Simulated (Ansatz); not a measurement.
A zone-centre phonon calculation of NbN (P6_3/mmc, 4 atoms in the cell) with Ansatz (a program for electronic structure).

Computed with LDA (PW92), default PAW files made with PBE (plane waves; Ansatz).

```yaml
crystal:
  lattice:
    - [2.96054, 0.00000, 0.00000]
    - [-1.48027, 2.56390, 0.00000]
    - [0.00000, 0.00000, 5.91589]
  atoms:
    - { symbol: Nb, position: [0.00000, 0.00000, 0.50000] }
    - { symbol: Nb, position: [0.00000, 0.00000, 0.00000] }
    - { symbol: N, position: [0.66667, 0.33333, 0.25000] }
    - { symbol: N, position: [0.33333, 0.66667, 0.75000] }
```

Reference input (self-consistent single point, DFT, LDA (PW92), plane waves, default PAW files made with PBE): basis.ecutwfc = 30.9 Ry; kpoints.mp_grid.grid = 13 13 6; hamiltonian.xc = lda; hamiltonian.pseudopotentials = {kind: paw} (the program's default PAW files); scf.occupations.method = fermi_dirac; scf.occupations.width = 0.0073 Ry. This run's input differs from it in these lines:

```diff
@@ -19,6 +19,5 @@
   occupations: { method: fermi_dirac, width: 0.0073 Ry }
-output:
-  forces: true
-  eigenvalues: true
-  stress: true
+  convergence: { dr2_threshold: 1.0e-07 eV }
+phonons:
+  method: dfpt
```

Output (repeated stretches shortened):

```
SCF iter   1: F=—  HF=-9637.691233 eV  |F-HF|=—  |Δ(HF+E_count)|=         —  Δρ=1.33e-2  dr2=5.22e-2  ethr=1.77e-3  ⟨swp⟩=5.2  Hψ=60132  notcnv=0  defer=2
all-band conjugate gradients solve this SCF's bands
automatic band count: the SCF goes on with 26 bands, as 22 were too few: the levels above may hold too much charge
preconditioner: auto → Kerker (q_TF=auto, 2.630 Å⁻¹)
SCF iter   2: F=—  HF=-9637.681358 eV  |F-HF|=—  |Δ(HF+E_count)|=   9.88e-3  Δρ=6.81e-3  dr2=1.33e-2  ethr=1.45e-4  ⟨swp⟩=1.0  Hψ=9520  notcnv=0  defer=17
SCF iter   3: F=—  HF=-9637.678093 eV  |F-HF|=—  |Δ(HF+E_count)|=   3.26e-3  Δρ=8.22e-4  dr2=2.51e-4  ethr=3.68e-5  ⟨swp⟩=2.3  Hψ=9149  notcnv=0  defer=17
SCF iter   4: F=—  HF=-9637.678027 eV  |F-HF|=—  |Δ(HF+E_count)|=   6.54e-5  Δρ=1.85e-4  dr2=1.35e-5  ethr=6.97e-7  ⟨swp⟩=2.2  Hψ=9425  notcnv=0  defer=17
SCF iter   5: F=—  HF=-9637.678026 eV  |F-HF|=—  |Δ(HF+E_count)|=   1.79e-6  Δρ=3.79e-5  dr2=6.95e-7  ethr=3.75e-8  ⟨swp⟩=1.8  Hψ=8402  notcnv=0  defer=17
SCF iter   6: F=-9637.678025 eV  HF=-9637.678025 eV  |F-HF|=1.65e-8  |Δ(HF+E_count)|=   1.04e-7  Δρ=7.26e-6  dr2=2.97e-8  ethr=2.78e-10  ⟨swp⟩=10.7  Hψ=43072  notcnv=0
SCF 1 converged in 6 iterations: F = -9637.678025 eV  dr2 = 2.97e-8
DFPT response loops at Γ: preconditioner auto → Kerker (q_TF=auto, 2.630 Å⁻¹) (partly filled bands, converged f_vac=0.000) …
Free energy (F): -9637.678025 eV
Internal energy: -9637.635806 eV  (E = F + TS)
E sigma→0 (E₀):  -9637.656916 eV
Entropy (-TS):   -0.042219 eV (-10.555 meV/atom)
Fermi energy:    17.995121 eV
--- Phonons (Γ-DFPT): 4 representative perturbations + reference, on 280 of 1014 k-points (Σ response iterations 16) ---
  k mesh reduced under 2 symmetry operations, with k and −k counted as one. Each operation leaves every solved perturbation unchanged …
  ASR residual: 2.695e-3 → 0.000e0 eV/Å²; symmetrization residual: 1.153e-5 eV/Å²
  ASR residual per site (eV/Å²): 2.69e-3 2.69e-3 1.14e-4 1.14e-4
  Γ frequencies (cm⁻¹): 0.00 0.00 0.00 186.21 186.21 325.25 354.01 354.01 409.17 435.33 435.33 492.80
  non-analytic LO–TO correction: not included (Born effective charges unavailable; polar crystals: no LO–TO splitting at Γ)
```

The run converged in 6 iterations. 

Summary of the result:
| Quantity | Result |
|---|---|
| Free energy E − TS (on the zero of these files) | -9637.6780 eV |
| Fermi level (on the code's own zero) | 18.00 eV |
| Zone-centre frequencies (cm⁻¹; negative means imaginary) | 0, 0, 0, 186, 186, 325, 354, 354, 409, 435, 435, 493 |

The starting cell comes from a database of computed structures (which also holds hypothetical and non-ambient phases and stackings), without a prior relaxation at this level. Its lattice was rescaled by up to half a per cent. Spin polarisation is off.

Cost on one core of a shared machine: roughly 3 min.

Keys are those of Ansatz 0.2.
